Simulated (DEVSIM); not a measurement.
System: Schottky contact on p-type GaSb, at 400 K.

```
layer (left to right)  material  thickness (μm)  Na (cm⁻³)  τn (s)  τp (s)
---------------------  --------  --------------  ---------  ------  ------
1                          GaSb           0.980     4.5e15  2.4e-9  2.4e-9
```

Left contact: Schottky, work function 4.376 eV, emission velocity 3.9e6 cm/s. Right contact: ohmic. Voltage is applied to the left contact. Recombination: SRH at mid-gap, radiative. Mobility is μmin + (μ − μmin)/(1 + (N/Nref)^α).

The device is made up for the run: typed textbook-type constants, with dimensions and the other settings drawn at random. Values at 300 K; Nc and Nv go as T^1.5, mobilities as T to minus their exponent, the gap by Varshni's rule with the affinity fixed.

| parameter | GaSb |
|---|---|
| gap (eV) | 0.726 |
| affinity (eV) | 4.06 |
| permittivity | 15.7 |
| Nc (cm⁻³) | 2.1e17 |
| Nv (cm⁻³) | 1.8e19 |
| μn (cm²/Vs) | 5000 |
| μp (cm²/Vs) | 850 |
| μn,min | 1000 |
| μp,min | 190 |
| Nref,n | 2.8e17 |
| Nref,p | 9e17 |
| αn | 1.05 |
| αp | 0.65 |
| T exponent of μn | 2 |
| T exponent of μp | 1.7 |
| B (cm³/s) | 1e-10 |
| Varshni α (eV/K) | 0.00042 |
| Varshni β (K) | 140 |

DEVSIM, 1D drift-diffusion, Boltzmann statistics, complete ionisation; no tunnelling, impact ionisation, image-force lowering or self-heating. Metal contacts follow the ideal Schottky-Mott rule: no Fermi-level pinning, no interface dipoles.

The doping Na of layer 1 was swept, all else fixed.

```tsv
doping Na of layer 1 (cm^-3)	potential step across the device at zero bias (V)	largest field in the device at zero bias (V/cm)
1.4e14	0.032	1200
4.5e14	0.006	[?]
1.4e15	0.031	1900
4.5e15	0.071	6500
1.4e16	0.110	16000
4.5e16	0.150	34000
1.4e17	0.189	70000
```

Problem. Some entries are withheld; supply them.

Solution. 
- 4.5e14, largest field in the device at zero bias (V/cm): 250
